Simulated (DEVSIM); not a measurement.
Device: Ru/SiON/p-GaSb capacitor, at 300 K.

```tsv
layer (left to right)	material	thickness (nm)	Na (cm⁻³)
1	SiON	9.10	-
2	GaSb	2100	8.1e16
```

Metal gate on the left, work function 4.7 eV. Fixed charge at the semiconductor interface -8.7e11 cm⁻² (in units of +e); no interface traps.

This is a model device: material constants are rounded textbook-type values typed into the input, and sizes, dopings and lifetimes were drawn at random. Values at 300 K.

```
parameter      SiON    GaSb
-------------  ----  ------
gap (eV)          7   0.726
affinity (eV)   1.4    4.06
permittivity    5.5    15.7
Nc (cm⁻³)         -  2.1e17
Nv (cm⁻³)         -  1.8e19
```

DEVSIM, 1D Poisson equation in equilibrium, Boltzmann statistics, complete ionisation; no quantum confinement or tunnelling. Metal contacts follow the ideal Schottky-Mott rule: no Fermi-level pinning, no interface dipoles.

The substrate doping was swept, all else fixed.

```json
[
 {"substrate doping (cm^-3)": "4e15", "flat-band voltage (V)": "0.39", "minimum of the low-frequency capacitance (μF/cm²)": "0.0397"},
 {"substrate doping (cm^-3)": "8.1e15", "flat-band voltage (V)": "0.37", "minimum of the low-frequency capacitance (μF/cm²)": "0.0491"},
 {"substrate doping (cm^-3)": "1.6e16", "flat-band voltage (V)": "0.36", "minimum of the low-frequency capacitance (μF/cm²)": "0.0652"},
 {"substrate doping (cm^-3)": "4e16", "flat-band voltage (V)": "0.33", "minimum of the low-frequency capacitance (μF/cm²)": "0.0903"},
 {"substrate doping (cm^-3)": "8.1e16", "flat-band voltage (V)": "0.31", "minimum of the low-frequency capacitance (μF/cm²)": "0.116"},
 {"substrate doping (cm^-3)": "1.6e17", "flat-band voltage (V)": "0.30", "minimum of the low-frequency capacitance (μF/cm²)": "0.146"}
]
```

From the first row to the last the flat-band voltage goes from 0.39 to 0.30. From the first row to the last the minimum of the low-frequency capacitance goes from 0.0397 to 0.146.
